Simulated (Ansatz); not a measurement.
The starting structures come from a database of crystals and need not be the phases stable at ambient conditions.

 Where the default PAW files enter, the runs use the earlier of Ansatz's two default sets.

Here is the system:

```
BN
1.0
    2.56397     0.00000     0.00000
   -1.28198     2.22046     0.00000
    1.28198    -0.74015     2.15628
B N
1 1
Cartesian
  0.00000   0.00000   0.00000
  2.56397   0.00000   1.61721
```

Space group of this cell: R3m. The cell is strained (lengths along the current scaled by 1.03, ions clamped); by r2SCAN its mean pressure is -15.4 GPa.

Transport runs along the normal of the first two printed cell vectors, the (111) (indices of the unstrained crystal) plane of the conventional cell.

The gap is the functional's own, uncorrected, and κ follows it; spin-orbit coupling is left out. Mid-gap values are interpolated between the computed energies.

**Question.** State the band gap and the smallest decay constant κ at mid-gap according to Ansatz (a program for electronic structure) with r2SCAN.

**Answer.** Gap 4.87 eV on a 14×14×14 mesh; κ = 0.311 1/Å, at the zone centre.
